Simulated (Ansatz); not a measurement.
**What pressure 3 GPa does to Cu3N**

Base system: Cu3N (space group Pm-3m, No. 221; a = 3.827 Å).

One thing is altered: a hydrostatic pressure of 3 GPa.

Level of theory: plane-wave PAW DFT at the PBE level (Ansatz, an electronic-structure program, 420 eV), without spin-orbit coupling. k-mesh 9×9×9 (Γ-centred); smearing 0.05 eV (Fermi–Dirac).

```csv
quantity,base,changed,shift
volume per atom,14.01 Å³,13.67 Å³,-0.34 Å³
density,6.06 g/cm³,6.21 g/cm³,+0.15 g/cm³
lattice parameter a,3.827 Å,3.796 Å,-0.031 Å
shortest interatomic distance,1.913 Å,1.898 Å,-0.015 Å
band gap (uncertain: the Fermi level lies in a band; the changed cell),0.22 eV,0.14 eV,-0.08 eV
```

Load acts through the strain it causes; cell and atoms are relaxed under it. Stability against distortions was not tested. The final runs are not spin-polarised. A zero or small gap of Cu3N can be the functional's error rather than a property of the material.
